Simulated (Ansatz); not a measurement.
**SrZrO3, pressure series**

Take SrZrO3 (space group I4/mcm, No. 140; a = 5.736 Å, c = 8.324 Å; a cell from a computed database, its experimental status unchecked) as the base.

Cell and atoms are relaxed at each pressure.

Method: Ansatz (a first-principles code), PBEsol, PAW, cutoff 420 eV, no SOC.

Notes on the quantities. enthalpy: H = E + PV relative to the base's energy.

```tsv
case	smallest direct gap	band gap	lattice parameter a	gap character	enthalpy
base	3.75 eV	3.71 eV	5.736 Å	indirect, X → Γ	–
pressure −2 GPa	3.73 eV	3.66 eV	5.767 Å	indirect, X → Γ	-0.17 eV/atom
pressure −1 GPa	3.74 eV	3.68 eV	5.751 Å	indirect, X → Γ	-0.09 eV/atom
pressure 0.3 GPa	3.75 eV	3.71 eV	5.732 Å	indirect, X → Γ	+0.03 eV/atom
pressure 0.7 GPa	3.75 eV	3.72 eV	5.727 Å	indirect, X → Γ	+0.06 eV/atom
pressure 1.5 GPa	3.76 eV	3.74 eV	5.715 Å	indirect, X → Γ	+0.13 eV/atom
pressure 3 GPa	3.77 eV	3.77 eV	5.694 Å	indirect, k = (0.125, 0.125, -0.125) in the run's primitive reciprocal basis → Γ	+0.25 eV/atom
pressure 5 GPa	3.79 eV	3.78 eV	5.667 Å	indirect, k = (0.125, 0.125, -0.125) in the run's primitive reciprocal basis → Γ	+0.42 eV/atom
pressure 7.5 GPa	3.81 eV	3.80 eV	5.636 Å	indirect, M → Γ	+0.63 eV/atom
```

Load acts through the strain it causes; cell and atoms are relaxed under it. No phonon test of stability was made. No other phases were tried under pressure.
